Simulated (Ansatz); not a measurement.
Pt on the (0001) surface of wurtzite GaN (2x2 N adatom at H3; a constructed slab, bottom: 3 H on 4 bottom sites), one in a cell of 36 Å², energies for each. Energies are against an atom of fcc Pt, without zero-point or thermal terms; each row is named by its start (#2, #3: further inequivalent places of a kind).

Host crystal: wurtzite GaN, with a band gap (PBE, scalar-relativistic without spin-orbit coupling).

The numbers are results of PBE (plane waves to 420 eV, PAW; Ansatz, a program for electronic structure), not measurements.

Slab: 45 atoms, 13.4 Å thick at the start with caps and adatoms under the adsorbate (thin: gaps and levels are the slab's own); k 4x4x1, smearing 0.01 eV, dipole-corrected; 23 atoms held, the rest relaxed; each run with such symmetry as its start has; spin-polarised, no spin-orbit, no U, no dispersion correction.

A negative adsorption energy means that the adsorbate is more stable on the surface than in its reference. Starts that drift may end in the same place. Heights count from the host atoms within 0.3 Å of the top one. Moments of ungapped slabs depend on the mesh.

| starting site | E_ads (eV) | height (Å) | nearest host atom (Å) | bonded to | Δ work function (eV) | lateral drift (Å) | moment (μB) |
|---|---|---|---|---|---|---|---|
| top N | 1.97 | 1.83 | N 1.83 | N | -0.23 | 0.0 | 0.1 |
| over Ga at depth 1.1 Å (the adsorbate broke or entered a bond of the host) | 0.69 | 0.85 | N 1.89 | Ga + N | – | 0.6 | 0.0 |
| over Ga at depth 1.1 Å #2 (the adsorbate broke or entered a bond of the host) | 0.69 | 0.85 | N 1.89 | Ga + N | – | 0.6 | 0.0 |
| hollow N-N-N over Ga at depth 1.8 Å | 2.15 | 0.59 | Ga 2.47 | 3 Ga | – | 1.6 | 0.5 |
